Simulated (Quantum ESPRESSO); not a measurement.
## Convergence test for WS2 (P6_3/mmc, 6 atoms in the cell)

```yaml
crystal:
  lattice:
    - [3.18072, 0.00000, 0.00000]
    - [-1.59036, 2.75458, 0.00000]
    - [0.00000, 0.00000, 12.96400]
  atoms:
    - { symbol: W, position: [0.33333, 0.66667, 0.25000] }
    - { symbol: W, position: [0.66667, 0.33333, 0.75000] }
    - { symbol: S, position: [0.33333, 0.66667, 0.62980] }
    - { symbol: S, position: [0.66667, 0.33333, 0.37020] }
    - { symbol: S, position: [0.66667, 0.33333, 0.12980] }
    - { symbol: S, position: [0.33333, 0.66667, 0.87020] }
```

Method of the run: LDA (PW92), PseudoDojo standard norm-conserving (LDA) pseudopotentials (plane waves; Quantum ESPRESSO).

The starting cell comes from a database of computed structures (which also holds hypothetical and non-ambient phases and stackings), without a prior relaxation at this level. Its lattice was rescaled by a random factor within 2.5 % of one. Spin polarisation is off. In the base run, with a pressure of about -6 GPa the cell is away from its equilibrium volume at this level.

Held fixed: occupations = fixed; potentials = {W: W.upf, S: S.upf}; K_POINTS = automatic 10 10 2 0 0 0; nbnd = 32; conv_thr = 1e-09 Ry; mixing_beta = 0.4.

ΔF is the free energy per atom less that of the last row (91 Ry).

The series runs over ecutwfc = 28 Ry; 35 Ry; 42 Ry; 49 Ry; 56 Ry; 63 Ry; 70 Ry; 80 Ry; 91 Ry.

### Question
From which setting on does the pressure stay within 0.5 GPa of the last one?

### Answer
From ecutwfc = 56 Ry on; the one before it is off by 1.8 GPa. The value it settles on is -5.5 GPa at this level of theory and with the other settings as held.

```tsv
ecutwfc	ΔF (meV/atom)	pressure (GPa)	largest force (eV/Å)	plane waves	iterations
28 Ry	1201.1	-29.63	0.247	1937	13
35 Ry	441.3	-18.99	0.262	2711	13
42 Ry	131.3	-11.34	0.295	3542	11
49 Ry	30.3	-7.36	0.297	4483	12
56 Ry	6.1	-5.89	0.299	5467	12
63 Ry	2.1	-5.56	0.300	6510	12
70 Ry	1.21	-5.55	0.302	7620	13
80 Ry	0.28	-5.56	0.305	9315	12
91 Ry	0.00	-5.54	0.305	11265	13
```
